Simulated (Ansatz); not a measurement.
Consider InSb in the zinc blende structure (space group F-43m, No. 216; a = 6.519 Å).

Computed with plane-wave PAW DFT at the PBEsol level (Ansatz, an electronic-structure program, 420 eV), without spin-orbit coupling.

Before the change:

| Property | Result |
|---|---|
| Pressure | 0.0 GPa |
| Band gap | zero |

One thing is altered: every lattice vector is stretched by 0.50 %; the atoms relax in the strained cell.

Problem. What happens to the energy relative to the base, pressure and band gap?

Solution. The energy goes up by 1.0 meV/atom; the pressure goes from zero to -0.6 GPa; the band gap remains zero.

With Sb present, leaving out spin-orbit coupling can change the band edges. Whether these cells are dynamically stable was not tested. The final runs are not spin-polarised. The zero or small gap of InSb can change with the level of theory.
